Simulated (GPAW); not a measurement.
A self-consistent single point of AlRh (P4mm, 2 atoms in the cell) with GPAW.

Method of the run: LDA (Perdew-Wang 92), GPAW PAW datasets LDA (gpaw-data 1.0.1) (plane waves; GPAW).

```
CELL_PARAMETERS angstrom
      2.99221     0.00000     0.00000
      0.00000     2.99221     0.00000
      0.00000     0.00000     2.99221
ATOMIC_POSITIONS crystal
  Al 0.00000 0.00000 0.01671
  Rh 0.50000 0.50000 0.50000
```

Reference input (self-consistent single point, DFT LDA (Perdew-Wang 92), plane waves, GPAW PAW datasets LDA (gpaw-data 1.0.1)): mode = pw; ecut = 600 eV; xc = LDA; kpts = 5 5 5; mesh shift (steps) = 0 0 0; occupations.name = methfessel-paxton; occupations.width = 0.1 eV; occupations.order = 0; nbands = -8; convergence.density = 1e-05 e/electron; convergence.energy = 1e-05 eV/electron; symmetry.symmorphic = false. This run's input differs from it in these lines:

```diff
@@ -17,3 +17,3 @@
             nbands=-8,
-            convergence={'density': 1e-05, 'energy': 1e-05},
+            convergence={'energy': 6e-14, 'density': 1e-08, 'eigenstates': 6e-18},
             symmetry={'symmorphic': False, 'tolerance': 0.0005},
```

Output (repeated stretches shortened):

```
     iter     time        total  log10-change:
                         energy   eigst   dens
iter:   1 --:--:--   -15.798990
iter:   2 --:--:--   -15.631036   -1.39  -1.21
iter:   3 --:--:--   -15.454573   -1.15  -1.24
iter:   4 --:--:--   -15.196186   -1.63  -1.51
iter:   5 --:--:--   -15.104960   -2.35  -1.48
   [... 34 lines left out ...]
iter:  40 --:--:--   -15.100649  -14.61  -7.58
iter:  41 --:--:--   -15.100649  -14.77  -7.75
iter:  42 --:--:--   -15.100649  -15.73  -7.90
iter:  43 --:--:--   -15.100649  -14.70  -7.95
iter:  44 --:--:--   -15.100649  -15.82  -8.49c
iter:  45 --:--:--   -15.100649  -15.68  -8.53c
   [... lines left out ...]
iter: 120 --:--:--   -15.100649  -21.25c -12.03c

Did not converge!

Here are some tips:

1) Make sure the geometry and spin-state is physically sound.
2) Use less aggressive density mixing.
3) Solve the eigenvalue problem more accurately at each scf-step.
4) Use a smoother distribution function for the occupation numbers.
5) Try adding more empty states.
6) Use enough k-points.
7) Don't let your structure optimization algorithm take too large steps.
8) Solve the Poisson equation more accurately.
9) Better initial guess for the wave functions.

See details here:

    https://gpaw.readthedocs.io/documentation/convergence.html
Traceback (most recent call last):
   [... frames left out ...]
gpaw.KohnShamConvergenceError: Did not converge!  See text output for help.
```

The run ended unconverged after 120 iterations. 

The starting cell comes from a database of computed structures (which also holds hypothetical and non-ambient phases and stackings), without a prior relaxation at this level. Its lattice was rescaled by up to half a per cent. One atom was moved a little off its site on purpose.

Cost on one core of a shared machine: roughly 70 s.
